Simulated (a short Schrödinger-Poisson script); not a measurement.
Stack: MOS inversion layer, SiO2 on p-type Si(100), at 300 K.

From the gate side: 2.8 nm SiO2; 660 nm Si, acceptors 4.2e17 cm⁻³.

The device is made up for the run: typed textbook-type constants, with dimensions and the other settings drawn at random. SiO2: permittivity 3.9, conduction-band edge (eV) 3.15, gap (eV) 9, electron mass (mₑ) 0.5. Si: permittivity 11.7, conduction-band edge (eV) 0, gap (eV) 1.124, Nv at 300 K (cm⁻³) 3.1e19.

Channel valleys (confinement mass, in-plane density-of-states mass, number): Δ2 0.916, 0.19, 2; Δ4 0.19, 0.417, 4. At the gate the conduction-band edge of layer 1 lies 3.17 eV − eVg above the Fermi level of the channel; the field vanishes at the back. Gaps are held at their typed values at every temperature. Mesh 0.03 nm at interfaces.

Solved with a short Schrödinger-Poisson script written for these runs: 1D Poisson equation in equilibrium, electrons quantum, Hartree (BenDaniel-Duke, 12 states a valley, the channel's in-plane mass for all, wave functions free to enter the dielectric), parabolic valleys, classical holes, full ionisation, no traps, pinning or gate leakage.

```csv
Vg (V),electrons (cm⁻²),C (μF/cm²),Δ2 E0 (meV from the Fermi level),Δ4 E0 (meV from the Fermi level)
0.2,5.72e9,0.195,186.0,232.3
0.3,9.31e10,0.444,113.0,160.9
0.4,4.40e11,0.775,71.5,121.4
0.5,9.51e11,0.907,50.0,102.1
0.6,1.53e12,0.966,36.0,90.3
0.7,2.14e12,0.999,25.6,82.1
0.8,2.76e12,1.02,17.2,75.8
0.9,3.40e12,1.04,10.1,70.7
1,4.05e12,1.05,3.9,66.3
1.1,4.71e12,1.06,-1.7,62.6
1.2,5.37e12,1.07,-6.9,59.2
1.3,6.03e12,1.07,-11.7,56.2
1.4,6.70e12,1.08,-16.1,53.5
1.5,7.38e12,1.08,-20.4,50.9
1.6,8.05e12,1.09,-24.4,48.5
1.7,8.73e12,1.09,-28.2,46.3
1.8,9.42e12,1.09,-31.9,44.1
```

Gate voltages with under 1e9 electrons/cm² are left out.

Task: At Vg = 1.8 V the lowest Δ2 subband lies at -31.9 meV from the Fermi level. How many electrons does it hold, and what share of all?

Result: The two-dimensional density of states is g m/(πħ²) = 1.59e11 cm⁻² meV⁻¹ (both spins), kT = 25.9 meV, so n = D kT ln(1 + exp(−E/kT)) = 6.12e12 cm⁻², 0.65 of the 9.42e12 cm⁻² in all.

Task: Compare the slope of the sheet density between 1.6 and 1.8 V with the geometric capacitance of the layers between gate and channel.

Result: q Δn/ΔV = 1.10 μF/cm²; ε0/Σ(t/ε) = 1.23 μF/cm². The ratio is 0.89: the channel acts as a further capacitance in series.
